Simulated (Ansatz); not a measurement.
Defect migration in fcc Cu: interstitial H, neutral cell. These are PBE, PAW (plane waves to 420 eV; Ansatz, a first-principles code) values and carry that method's errors.

32-site cell at the relaxed PBE lattice, a 2×2×2 k-point mesh shifted by half a step, smearing 0.10 eV, spin-restricted, no finite-size correction. Energies are static. Sites that were not tried may lie lower.

Barriers: single points on a 4×4×4 k-point mesh shifted by half a step at the bands' geometries (they differ from the bands' own by up to 0.07 eV, and are uncertain by about as much).

Relaxed starting cell (atoms counted from 1):

```xyz
33
Lattice="7.2600 0.0000 0.0000 0.0000 7.2600 0.0000 0.0000 0.0000 7.2600" Properties=species:S:1:pos:R:3 pbc="T T T"
Cu    -0.0166    -0.0136    -0.0072
Cu    -0.0165    -0.0134     3.6434
Cu    -0.0165     3.6373    -0.0073
Cu    -0.0165     3.6372     3.6434
Cu     3.6343    -0.0135    -0.0073
Cu     3.6342    -0.0134     3.6434
Cu     3.6341     3.6372    -0.0072
Cu     3.6341     3.6372     3.6434
Cu    -0.0482     1.8119     1.8180
Cu    -0.0109     1.8119     5.4481
Cu    -0.0110     5.4419     1.8181
Cu    -0.0040     5.4419     5.4481
Cu     3.6658     1.8119     1.8181
Cu     3.6286     1.8119     5.4481
Cu     3.6287     5.4419     1.8181
Cu     3.6217     5.4419     5.4481
Cu     1.8089    -0.0451     1.8181
Cu     1.8088    -0.0079     5.4481
Cu     1.8087     3.6689     1.8181
Cu     1.8089     3.6317     5.4481
Cu     5.4389    -0.0079     1.8181
Cu     5.4388    -0.0010     5.4480
Cu     5.4388     3.6317     1.8181
Cu     5.4388     3.6248     5.4481
Cu     1.8088     1.8118    -0.0389
Cu     1.8087     1.8119     3.6749
Cu     1.8089     5.4419    -0.0018
Cu     1.8089     5.4419     3.6380
Cu     5.4389     1.8119    -0.0018
Cu     5.4388     1.8119     3.6380
Cu     5.4388     5.4418     0.0052
Cu     5.4388     5.4419     3.6310
H      1.8084     1.8112     1.8165
```

End state 1 differs by these moves (Å; atoms that move under 0.08 Å are left out):

```csv
atom,element,Δx,Δy,Δz
33,H,0.90,-0.91,-0.91
```

Task: What forward and backward barriers to end state 1 does PBE, PAW give?

Result: forward 0.31 eV, backward 0.15 eV; at the saddle point atom 33 has neighbours 3 Cu at 1.62, Cu at 2.10 Å. The saddle point's order was not checked, and it lies on a symmetry element of the cell, where a band can be held.
